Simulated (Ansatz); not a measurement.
Take Mg in the hcp (Mg type) structure (space group P6_3/mmc, No. 194; a = 3.167 Å, c = 5.189 Å) as the base.

The change: a hydrostatic pressure of 0.9 GPa.

Levels (all Ansatz, a first-principles code, PAW): PBEsol (420 eV, without spin-orbit coupling); r2SCAN (500 eV, without spin-orbit coupling).

The geometry is relaxed with PBEsol.

| Quantity | Value |
|---|---|
| PBEsol pressure | 0.9 GPa |

With r2SCAN at the same geometry, the pressure goes up by 0.2 GPa (0.9 GPa → 1.1 GPa).

Single points use the geometry relaxed with PBEsol. Their cutoffs differ, which shifts pressures a little. Load acts through the strain it causes; cell and atoms are relaxed under it. Whether these cells are dynamically stable was not tested.
